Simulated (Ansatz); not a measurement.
Consider CdAs2 (space group I4_122, No. 98; a = 7.951 Å, c = 4.665 Å; a cell from a computed database, its experimental status unchecked). Axes: x, y, z lie along a, b, c of the conventional cell.

Now apply this change: strain tensor (xx, yy, zz, yz, xz, xy) = (+1.83, +0.83, −0.14, −0.14, −0.59, +1.45) %; the atoms relax in the strained cell.

Levels (all Ansatz, a first-principles code, PAW): PBEsol (420 eV, no spin-orbit coupling); PBEsol+SOC (420 eV, spin-orbit coupling included).

The geometry is relaxed with PBEsol.

| Item | Result |
|---|---|
| PBEsol lowest conduction level above the VBM at special points | Γ 0.31 eV; V 0.84 eV; X 1.37 eV; Y 1.52 eV |
| PBEsol pressure | -9.4 kbar |
| PBEsol gap character | indirect, V → Γ |

Predict the lowest conduction level above the VBM at special points, pressure and gap character from PBEsol+SOC.

The lowest conduction level above the VBM at special points becomes Γ 0.31 eV; V 0.84 eV; X 1.37 eV; Y 1.51 eV (PBEsol: Γ 0.31 eV; V 0.84 eV; X 1.37 eV; Y 1.52 eV); the pressure stays essentially unchanged (-9.4 kbar against -9.7 kbar); the gap character is still indirect, V → Γ.

Single points use the geometry relaxed with PBEsol. The spin-orbit shifts are approximate. Whether these cells are dynamically stable was not tested. k-point labels follow each cell's own Brillouin zone.
